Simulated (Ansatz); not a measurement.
Take a 16-atom supercell of TiAl$_{3}$ (space group I4/mmm, No. 139; a = 3.846 Å, c = 8.620 Å) at its relaxed geometry as the base.

The values are results of Kohn–Sham DFT with the PBE functional, run in Ansatz (a first-principles code) with PAW and 420 eV plane waves, spin-orbit coupling left out, not measurements.

One neutral defect a cell, atoms relaxed at fixed cell.

One change was made to it. Results:

| quantity | base | after |
|---|---|---|
| largest displacement of a host atom from its site in the perfect cell | – | 0.06 Å |
| pressure | 0.0 GPa | 0.7 GPa |

Q: Which of these changes matches the shifts?
A. H interstitial (started 1.63 Å from the nearest host atom)
B. Cr on a Ti site, symmetric start
C. Li interstitial (started 1.92 Å from the nearest host atom)
D. Ti vacancy

A: A, H interstitial (started 1.63 Å from the nearest host atom). For comparison, the pressure in the other runs: Ti vacancy gives -0.4 GPa; Cr on a Ti site, symmetric start gives -3.2 GPa; Li interstitial (started 1.92 Å from the nearest host atom) gives 6.2 GPa.

The magnetic state is the one reached from the starting moments; the real material's order can differ, and small cells can't hold many antiferromagnetic ones. The cell is small, so the values are those of an ordered compound at a high defect concentration; dilute-limit values will differ. Defects with a symmetric start kept the site's symmetry and may sit on a saddle; the others started slightly shaken. Starting moments died away, wholly or in part, for Cr on a Ti site; another magnetic solution may exist. Spin-polarised in the final run: Cr on a Ti site; the other runs are not.
